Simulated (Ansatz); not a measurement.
# GaN under a change: strain tensor (xx, yy, zz, yz, xz, xy) = (−0.01, −1.55, −0.72, +0.52, −0.17, +0.43) %

Consider GaN in the wurtzite structure (space group P6_3mc, No. 186; a = 3.1831 Å, c = 5.1836 Å). Axes: x lies along a and z along c of the hexagonal cell.

The change: the symmetric strain tensor [-0.0001 0.0043 -0.0017; 0.0043 -0.0155 0.0052; -0.0017 0.0052 -0.0072], atoms relaxed at fixed cell.

Level of theory: Ansatz (a quantum-chemistry and plane-wave program) r2SCAN, no SOC. Settings: 12×12×7 k-points, 0.05 eV Fermi–Dirac smearing.

The volume per atom shrinks by 0.26 Å³, from 11.37 Å³ to 11.11 Å³ and the space group goes from P6_3mc (No. 186) to P1 (No. 1). The shortest interatomic distance drops by 0.0192 Å to 1.926 Å and the energy goes up by 5.4 meV/atom. The pressure (mean of the normal stresses, compression positive) goes from zero to 47.3 kbar and the band gap grows by 0.09 eV to 2.44 eV. The gap character stays direct at Γ and the electron mass becomes 0.18 mₑ along z, 0.20 mₑ across (at Γ) (base: 0.17 mₑ along c, 0.19 mₑ across (at Γ)). The valence-band top at Γ (three highest levels, from the VBM) becomes 0.00, -0.11, -0.12 eV (base: 0.00, 0.00, -0.04 eV) and the largest internal atomic displacement is 0.012 Å. The stress (xx, yy, zz, yz, xz, xy; compression positive) amounts to (3.03, 6.56, 4.60, -1.00, 0.33, -1.02) GPa.

Final structure:

```
CELL_PARAMETERS angstrom
      3.18281     0.01353    -0.00541
     -1.57969     2.70717     0.01704
     -0.00881     0.02695     5.14631
ATOMIC_POSITIONS crystal
  Ga 0.66783 0.33517 0.00090
  Ga 0.33255 0.66655 0.50090
  N  0.66952 0.33568 0.62428
  N  0.33011 0.66260 0.12432
```

Cost of the whole job for the changed cell (relaxation, final SCF and bands): very roughly 9 core-minutes.

Masses are band curvatures over ±0.01 Å⁻¹ around the edge. No phonon test of stability was made. Labels are those of the standard path for the cell's own space group.
